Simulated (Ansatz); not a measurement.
Consider Cu in the fcc (Cu type) structure (space group Fm-3m, No. 225; a = 3.579 Å; relaxed with 0.1 eV smearing).

Calculations: Kohn–Sham DFT with the r2SCAN functional, run in Ansatz (a first-principles code) with PAW and 500 eV plane waves, spin-orbit coupling left out, earlier PAW set.

Base values:

| Quantity | Result |
|---|---|
| Pressure | 0.0 GPa |

Now apply this change: the cell is scaled by 1.0329 in all directions, atoms relaxed at fixed cell.

Task: How does this affect the energy relative to the base and pressure?

Result: The energy grows by 50 meV/atom; the pressure goes from zero to -12.4 GPa.

The cells carry an imposed strain or load. Stability against distortions was not tested. The final runs are not spin-polarised.
